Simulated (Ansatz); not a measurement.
# Effect of pressure 4.5 GPa on MgB2

Take MgB2 (space group P6/mmm, No. 191; a = 3.0743 Å, c = 3.5275 Å) as the base.

The change: a hydrostatic pressure of 4.5 GPa.

Method: PBE (Ansatz, a program for electronic structure), no spin-orbit coupling. Settings: 17×17×13 k-points, 0.05 eV Fermi–Dirac smearing.

```json
[
 {"quantity": "volume per atom", "base": "9.62 Å³", "changed": "9.34 Å³", "shift": "-0.28 Å³"},
 {"quantity": "density", "base": "2.64 g/cm³", "changed": "2.72 g/cm³", "shift": "+0.08 g/cm³"},
 {"quantity": "lattice parameter a", "base": "3.074 Å", "changed": "3.051 Å", "shift": "-0.0235 Å"},
 {"quantity": "c/a ratio", "base": "1.147", "changed": "1.140", "shift": "-0.0076"},
 {"quantity": "enthalpy H = E + PV relative to the base's energy", "base": "–", "changed": "+0.27 eV/atom", "shift": "–"},
 {"quantity": "band gap", "base": "zero", "changed": "zero", "shift": "–"}
]
```

Final structure:

```yaml
crystal:
  lattice:
    - [3.05074, 0.00000, 0.00000]
    - [-1.52537, 2.64201, 0.00000]
    - [0.00000, 0.00000, 3.47725]
  atoms:
    - { symbol: Mg, position: [0.00000, 0.00000, 0.00000] }
    - { symbol: B, position: [0.66667, 0.33333, 0.50000] }
    - { symbol: B, position: [0.33333, 0.66667, 0.50000] }
```

Load acts through the strain it causes; cell and atoms are relaxed under it. Whether these cells are dynamically stable was not tested. The final runs are not spin-polarised.
